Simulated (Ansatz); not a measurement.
# Re2B (model structure, started from the Cu2Sb type, P4/nmm, No. 129, 6 atoms in the cell)

These are LDA (Ansatz, a quantum-chemistry and plane-wave program, PAW) values and carry that method's errors.

Settings: plane-wave cutoff 520 eV, 14×14×10 k mesh (along the axes of the cell as run), Fermi–Dirac smearing 0.05 eV, no spin polarisation, scalar-relativistic PAW data made under PBE.

Cell (relaxed at this level):

```yaml
crystal:
  lattice:
    - [3.48594, 0.00000, 0.00000]
    - [0.00000, 3.48594, 0.00000]
    - [0.00000, 0.00000, 5.90906]
  atoms:
    - { symbol: Re, position: [0.00000, 0.00000, 0.00000] }
    - { symbol: Re, position: [0.50000, 0.50000, 0.00000] }
    - { symbol: Re, position: [0.50000, 0.00000, 0.34894] }
    - { symbol: Re, position: [0.00000, 0.50000, 0.65106] }
    - { symbol: B, position: [0.50000, 0.00000, 0.71148] }
    - { symbol: B, position: [0.00000, 0.50000, 0.28852] }
```

For Re2B (model structure, started from the Cu2Sb type, P4/nmm, No. 129, 6 atoms in the cell), the bulk modulus comes out as 353 GPa.

Note: the run has no spin polarisation, so it can have missed a magnetic state; the bulk modulus is −V dP/dV from two relaxed cells at ±2 % in volume; the relaxation could raise the start's symmetry but not lower it, so the cell can be a saddle point.

Spin–orbit coupling is not included; it can open a gap where bands touch, and shift volumes and moduli.

Computing time: around 7 core-minutes (rough).

A model structure was made by putting elements into a prototype or built by hand; it is no filed structure, need not be a known phase, and can be a saddle point held by its symmetry.
